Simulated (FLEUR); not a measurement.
Worked example: self-consistent single point of AlAs (F-43m, 2 atoms in the cell) in FLEUR.

Level of theory: LDA (Perdew-Zunger), all-electron FLAPW (FLEUR), scalar-relativistic valence run with FLEUR.

```yaml
crystal:
  lattice:
    - [0.00000, 2.83000, 2.83000]
    - [2.83000, 0.00000, 2.83000]
    - [2.83000, 2.83000, 0.00000]
  atoms:
    - { symbol: Al, position: [0.00000, 0.00000, 0.00000] }
    - { symbol: As, position: [0.25000, 0.25000, 0.25000] }
```

Reference input (self-consistent single point, DFT, PBE, all-electron FLAPW (FLEUR), scalar-relativistic valence): Kmax = 3.9 1/bohr; GmaxXC = 15.6 1/bohr; xcFunctional = pbe; jspins = 1; l_soc = F; mode = hist; fermiSmearingEnergy = 0.00183747 Htr; mesh (inpgen div1-3) = 8 8 8; inpgen gamma flag = true; Gmax = 15.6 1/bohr; numbands = 0; maxIterBroyd = 15. This run's input differs from it in these lines:

```diff
@@ -14,2 +14,3 @@
 &comp jspins=1 /
+&exco xctyp='pz' /
 &kpt div1=8 div2=8 div3=8 gamma=t /
@@ -26,3 +27,3 @@
       <coreElectrons ctail="T" frcor="F" kcrel="0" coretail_lmax="0"/>
-      <xcFunctional name="pbe" relativisticCorrections="F"/>
+      <xcFunctional name="pz" relativisticCorrections="F"/>
       <magnetism jspins="1"/>
```

Output, abridged:

```
 Iteration:     1   Distance:       6.87467661 me/bohr^3
 Iteration:     2   Distance:       6.44226290 me/bohr^3
 Iteration:     3   Distance:       2.38206314 me/bohr^3
 Iteration:     4   Distance:       1.02084659 me/bohr^3
 Iteration:     5   Distance:       0.94433925 me/bohr^3
   [... 5 lines left out ...]
 Iteration:    11   Distance:       0.00059200 me/bohr^3
 Iteration:    12   Distance:       0.00014929 me/bohr^3
 Iteration:    13   Distance:       0.00005187 me/bohr^3
 Iteration:    14   Distance:       0.00000309 me/bohr^3
 Run finished successfully
 Stop message:
   Structural relaxation: Done

[file out, last iteration]
             iter=     15
[...]
          total density-effective poten   -3.9831422197E+03
          total charge density-energy d   -9.8498640541E+01
 Updated energy parameters for spin:           1
[...]
 fermi energy and band-weighting factors:

[...]
FERMIE:
          first approx. to ef    (T=0)  :   0.171665 htr   (energy of the highest occ. eigenvalue)
          number of occ. states  (T=0)  :        261
          first approx. to seigv (T=0)  : -10.959670 htr
          sum of weights of occ. states :   9.000000
          sum of semicore charge        :   0.000000 e
FERHIS:  Fermi-Energy by histogram:
          bandgap                     :   0.051937 htr
   [... lines left out ...]
          charge neutrality (T=0)     :   0.000000    (zero if the highest occ. eigenvalue is "entirely" occupied)
 Direct bandgap for spin            1 :    6.9346936306763918E-002  Htr
 ---->    free energy=                     -2500.0150986928 htr
   [... lines left out ...]
      extrapolation for T->0
 ---->    total electron energy=           -2500.0150986928 htr
 ***** TOTAL FORCES ON ATOMS *****
 TOTAL FORCE FOR ATOM TYPE=  1  X=  0.000   Y=  0.000   Z=  0.000
                       FX_TOT= 0.000000 FY_TOT= 0.000000 FZ_TOT= 0.000000
 TOTAL FORCE FOR ATOM TYPE=  2  X=  2.674   Y=  2.674   Z=  2.674
                       FX_TOT= 0.000000 FY_TOT= 0.000000 FZ_TOT= 0.000000
 Structural relaxation: Done
```

The run converged in 14 iterations. FLEUR gives forces in its relaxation mode, with a further iteration, so its stop message speaks of a relaxation. Against the reference run the gap on the mesh goes from 1.510 to 1.413 eV.

The starting cell has typed, rounded lattice constants, without a prior relaxation at this level. Values depend on the basis (sphere radii, cutoffs, local orbitals), which need not be converged.

Cost on one core of a shared machine: roughly 50 s.
